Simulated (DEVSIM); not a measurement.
Structure: W/SiON/p-Si capacitor, at 300 K.

Layer 1 from the left is SiON, thickness (nm) 4.70. Layer 2 from the left is Si, thickness (nm) 9000, Na (cm⁻³) 4.1e15.

Metal gate on the left, work function 4.6 eV. Fixed charge at the semiconductor interface -8.2e10 cm⁻² (in units of +e); no interface traps.

The device is made up for the run: typed textbook-type constants, with dimensions and the other settings drawn at random. Values at 300 K.

SiON: gap (eV) 7, affinity (eV) 1.4, permittivity 5.5. Si: gap (eV) 1.124, affinity (eV) 4.05, permittivity 11.7, Nc (cm⁻³) 2.86e19, Nv (cm⁻³) 3.1e19.

Question: Estimate by hand the flat-band voltage, the threshold voltage, and compare with a numerical solution.

Answer: 
- Flat-band voltage: C = 1.04 μF/cm², work-function difference -0.343 V; VFB = φms − qNf/C = -0.33 V; numerical -0.33 V.
- Threshold voltage: φF = 0.332 V, depletion charge √(4εqNφF) = 3.01e-8 C/cm²; VT = VFB + 2φF + Qd/C = 0.36 V; numerical 0.36 V.

Simulated with DEVSIM: 1D Poisson equation in equilibrium, Boltzmann statistics, complete ionisation; no quantum confinement or tunnelling. Metal contacts follow the ideal Schottky-Mott rule: no Fermi-level pinning, no interface dipoles.
